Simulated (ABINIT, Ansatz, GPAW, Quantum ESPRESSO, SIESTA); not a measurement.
Code comparison for TiPt3 (P6_3/mmc, 8 atoms in the cell)

Self-consistent single point.

```xyz
8
Lattice="5.6695 0.0000 0.0000 -2.8348 4.9100 0.0000 0.0000 0.0000 4.5680" Properties=species:S:1:pos:R:3 pbc="T T T"
Ti     0.0000     3.2733     3.4260
Ti     2.8348     1.6367     1.1420
Pt     0.0000     1.6419     1.1420
Pt     2.8348     3.2680     3.4260
Pt     4.2476     0.8210     3.4260
Pt    -1.4128     4.0890     1.1420
Pt     1.4128     4.0890     1.1420
Pt     1.4220     0.8210     3.4260
```

Shared settings, as Ansatz (an electronic-structure program) writes them: kpoints.mp_grid.grid = 3 3 4; scf.occupations.method = gaussian; scf.occupations.width = 0.0073 Ry. Potentials and cutoffs stand in the table.

```
code                                                                                                                                 model  pressure (GPa)  largest force (eV/Å)       cutoff
----------------  ------------------------------------------------------------------------------------------------------------------------  --------------  --------------------  -----------
SIESTA            LDA PW92, numerical atomic orbitals DZP, PseudoDojo LDA standard norm-conserving potentials (rewritten from UPF to PSML)          -20.58                 0.031  grid 300 Ry
Quantum ESPRESSO                                                                       LDA (PZ), GBRV 1.5 ultrasoft (LDA) pseudopotentials          -20.53                 0.001        50 Ry
ABINIT                                                     LDA (PW92), norm-conserving pseudopotentials (PseudoDojo nc-sr-04 LDA standard)          -20.51                 0.003        84 Ry
GPAW                                                                         LDA (Perdew-Wang 92), GPAW PAW datasets LDA (gpaw-data 1.0.1)          -20.19                 0.010       850 eV
Ansatz                                                                                                 LDA (PW92), PAW files made with PBE          -20.26                 0.006      default
```

On Ansatz's run: spin-orbit coupling is off. Spin polarisation is off.

The spread over the programs that give each value: pressure within 0.39 GPa; largest force within 0.030 eV/Å.

SIESTA uses small atom-centred bases, whose incompleteness enters pressures, forces and empty levels differently from a plane-wave cutoff. Ansatz's pressure is given at a fixed set of plane waves, as the other plane-wave codes print theirs; with its correction for the finite basis it is -20.22 GPa. The same LDA comes in different parametrisations, which differ slightly.

On the base mesh (5 5 5) the same programs gave: Ansatz pressure -20.47 GPa; Quantum ESPRESSO pressure -20.75 GPa; ABINIT pressure -20.73 GPa; GPAW pressure -20.39 GPa; SIESTA pressure -20.79 GPa.

The starting cell comes from a database of computed structures (which also holds hypothetical and non-ambient phases and stackings), without a prior relaxation at this level. Its lattice was rescaled by a random factor within 2.5 % of one.

Left out of this page: CP2K (on another mesh); FLEUR (not drawn, or without a comparable value).

Keys are those of Ansatz 0.2.
